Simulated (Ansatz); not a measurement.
Consider Ru-vacancy pair (Ru on one host Rh site, one Rh site vacant) in fcc Rh, neutral cell. The step: Ru and the vacancy change places (Ru-vacancy distance between ideal sites 2.71 Å throughout); the atom moves 2.73 Å along (0.00, 0.50, 0.50) of the unit cell; the moving atom starts with neighbours 5 Rh at 2.68, 6 Rh at 2.70 Å and ends with 5 Rh at 2.68, 6 Rh at 2.70 Å. A PBE band in Ansatz (plane-wave PAW, a 2×2×2 k-point mesh shifted by half a step, 32 host sites, 22 SCF runs with any check of the saddle's order, static, no finite-size correction) gives a forward barrier of 2.13 eV. The saddle point's order was not checked, and it lies on a symmetry element of the cell, where a band can be held. Forms of the defect that were not tried may lie lower.

Single points at the band's start and saddle point can refine it. Rough cost of one point, in units of the band's mean SCF on the same machine:

```
Level                                                          Cost of one point
-------------------------------------------------------------  -----------------
PBE, a 4×4×4 k-point mesh shifted by half a step                         about 7
r2SCAN at 500 eV, a 2×2×2 k-point mesh shifted by half a step            about 3
```

### Question
Which of these move the barrier by more than 0.1 eV, and how far does each move it?

### Answer
Not one does. PBE, a 4×4×4 k-point mesh shifted by half a step: +0.05 eV; r2SCAN at 500 eV, a 2×2×2 k-point mesh shifted by half a step: -0.05 eV. Each functional is compared with PBE at the same k-points.

Ansatz is a program for electronic structure.
